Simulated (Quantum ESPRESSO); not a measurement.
Worked example: self-consistent single point of Ga3Si (Fm-3m, 4 atoms in the cell) in Quantum ESPRESSO.

Computed with rev-vdW-DF2, SSSP 1.1.2 precision (PBE) pseudopotentials (plane waves; Quantum ESPRESSO).

```
CELL_PARAMETERS angstrom
     -3.30923     0.00000     3.30923
      0.00000     3.30923     3.30923
     -3.30923     3.30923     0.00000
ATOMIC_POSITIONS crystal
  Ga 0.25000 0.25000 0.25000
  Ga 0.75000 0.75000 0.75000
  Ga 0.50000 0.50000 0.50000
  Si 0.00000 0.00000 0.00000
```

Reference input (self-consistent single point, DFT, LDA (PZ), plane waves, GBRV 1.5 ultrasoft (LDA) pseudopotentials): ecutwfc = 50 Ry; ecutrho = 250 Ry; occupations = smearing; smearing = cold; degauss = 0.0147 Ry; potentials = {Ga: ga_lda_v1.4.uspp.F.UPF, Si: si_lda_v1.uspp.F.UPF}; K_POINTS = automatic 7 7 7 0 0 0; conv_thr = 1e-10 Ry. This run's input differs from it in these lines:

```diff
@@ -13,4 +13,4 @@
    ntyp = 2
-   ecutwfc = 50
-   ecutrho = 250
+   ecutwfc = 85
+   ecutrho = 680
    occupations = 'smearing'
@@ -18,2 +18,3 @@
    degauss = 0.0147
+   input_dft = 'vdw-df2-b86r'
 /
@@ -23,4 +24,4 @@
 ATOMIC_SPECIES
-Ga    69.7230  ga_lda_v1.4.uspp.F.UPF
-Si    28.0850  si_lda_v1.uspp.F.UPF
+Ga    69.7230  Ga.pbe-dn-kjpaw_psl.1.0.0.UPF
+Si    28.0850  Si.pbe-n-rrkjus_psl.1.0.0.UPF
 ATOMIC_POSITIONS alat
```

Output, abridged:

```
     Self-consistent Calculation

     iteration #  1     ecut=    85.00 Ry     beta= 0.70

     Threshold (ethr) on eigenvalues was too large:
     Diagonalizing with lowered threshold

     c_bands:  1 eigenvalues not converged

     total energy              =    -841.34944575 Ry
     estimated scf accuracy    <       0.06299090 Ry

     iteration #  2     ecut=    85.00 Ry     beta= 0.70

     total energy              =    -841.36754703 Ry
     estimated scf accuracy    <       0.01451488 Ry

     iteration #  3     ecut=    85.00 Ry     beta= 0.70

     total energy              =    -841.37243379 Ry
     estimated scf accuracy    <       0.00250143 Ry

   [... 43 blocks of this kind left out ...]

     iteration # 47     ecut=    85.00 Ry     beta= 0.70

     total energy              =    -841.37347393 Ry
     estimated scf accuracy    <          6.5E-10 Ry

     iteration # 48     ecut=    85.00 Ry     beta= 0.70
     End of self-consistent calculation

     the Fermi energy is     9.7207 ev

!    total energy              =    -841.37347393 Ry
     estimated scf accuracy    <          7.5E-12 Ry
     smearing contrib. (-TS)   =      -0.00073414 Ry
     internal energy E=F+TS    =    -841.37273979 Ry

     convergence has been achieved in  48 iterations

     Forces acting on atoms (cartesian axes, Ry/au):

     atom    1 type  1   force =     0.00000000    0.00000000    0.00000000
   [... zero for the other atoms too ...]

     Total force =     0.000000     Total SCF correction =     0.000000

          total   stress  (Ry/bohr**3)                   (kbar)     P=        2.43
   0.00001651   0.00000000  -0.00000000            2.43        0.00       -0.00
   0.00000000   0.00001651   0.00000000            0.00        2.43        0.00
  -0.00000000   0.00000000   0.00001651           -0.00        0.00        2.43

   JOB DONE.
```

The run converged in 48 iterations. Against the reference run the pressure goes from -5.55 to 0.24 GPa. The full log also holds: “c_bands:  1 eigenvalues not converged”. The full log also holds: “c_bands:  4 eigenvalues not converged”.

The starting cell comes from a database of computed structures (which also holds hypothetical and non-ambient phases and stackings), without a prior relaxation at this level.

Cost on one core of a shared machine: roughly 10 min.
